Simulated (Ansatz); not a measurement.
Consider AgCl in the rock salt structure (space group Fm-3m, No. 225; a = 5.447 Å). Axes: x, y, z lie along the cube axes.

Computed with Ansatz (a program for electronic structure), PBEsol, PAW, cutoff 420 eV, no SOC.

For the base:

- Smallest direct gap = 3.03 eV

It is then changed as follows: tensile biaxial strain of 1.67 % in the plane normal to [111], as in epitaxy on a mismatched substrate; the out-of-plane cell vector and the atoms relax.

Question: How does this affect the smallest direct gap and in-plane stress?

Answer: The smallest direct gap falls by 0.07 eV (3.03 eV → 2.96 eV); the mean in-plane stress (compression positive) amounts to -0.4 GPa.

Whether these cells are dynamically stable was not tested.
